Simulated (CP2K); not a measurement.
CP2K is run on SnPt (P6_3/mmc, 4 atoms in the cell), and the run fails. The aim is a self-consistent single point with DFT LDA (Pade form), GPW, DZVP-MOLOPT-SR-GTH basis, GTH-PADE potentials (GTH_POTENTIALS).

Cell that was meant: a = 4.1080 Å, b = 4.1080 Å, c = 5.4500 Å, α = 90.00°, β = 90.00°, γ = 120.00°.

Part of the input:

```
        METHOD BROYDEN_MIXING
        ALPHA 0.3
        NBUFFER 12
        BETA 0
      &END MIXING
      &SMEAR ON
        METHOD FERMI_DIRAC
```

Log, with long lists cut:

```
 GLOBAL| Method name                                                        CP2K
 GLOBAL| Project name                                                        run
 GLOBAL| Run type                                                   ENERGY_FORCE

 CELL| Volume [angstrom^3]:                                            79.650400
   [... lines left out ...]
 BRILLOUIN| K-point scheme                                        Monkhorst-Pack
 BRILLOUIN| K-Point grid                                             4    4    3
 BRILLOUIN| Gamma-centered k-point mesh                                     ON
 BRILLOUIN| K-point symmetry accuracy                               0.100000E-05
 BRILLOUIN| K-Point point group symmetrization                               OFF
 BRILLOUIN| Wavefunction type                                            COMPLEX
 BRILLOUIN| List of Kpoints [2 Pi/Bohr]                                       26
 BRILLOUIN| Number           Weight            X              Y              Z
 BRILLOUIN|     1           0.04167       -0.25000       -0.25000       -0.33333
 BRILLOUIN|     2           0.04167       -0.25000       -0.25000        0.00000
 BRILLOUIN|     3           0.04167       -0.25000       -0.25000        0.33333
   [... 23 lines left out ...]
 *******************************************************************************

 *******************************************************************************
 *   ___                                                                       *
 *  /   \                                                                      *
 * [ABORT]                                                                     *
 *  \___/      Mixing employing the Kerker damping factor needs BETA /= 0.0    *
 *    |                                                                        *
 *  O/|                                                                        *
 * /| |                                                                        *
 * / \                                             qs_scf_initialization.F:740 *
 *******************************************************************************

 ===== Routine Calling Stack =====

            3 qs_energies
            2 qs_forces
            1 CP2K
Abort(1) on node 0 (rank 0 in comm 0): application called MPI_Abort(MPI_COMM_WORLD, 1) - process 0
```

**Question.** From the messages shown, name the fault and mend the input.

**Answer.** The fault is a screening parameter of zero in the density mixing; here the program stops on it instead of giving results. To fix it, leave the parameter to its default or give it a positive value. The program stopped before any SCF iteration.

The sound input it was made from differs as follows (other fixes are possible):
```diff
-        BETA 0
+        BETA 1
```

With that input, the run converged in 11 iterations: free energy E − TS -6767.3374 eV; Fermi level (on the code's own zero) 9.43 eV; pressure -9.40 GPa (DFT LDA (Pade form), GPW, DZVP-MOLOPT-SR-GTH basis, GTH-PADE potentials (GTH_POTENTIALS)).

On the sound input: the starting cell comes from a database of published, mostly measured structures (it also holds non-ambient and calculated ones), without a prior relaxation at this level. Spin polarisation is off. Values carry the incompleteness of an atom-centred basis. With a pressure of about -9 GPa the cell is away from its equilibrium volume at this level. Without a gap this mesh is coarse (it stands for a supercell whose shortest vector is 16 Å).
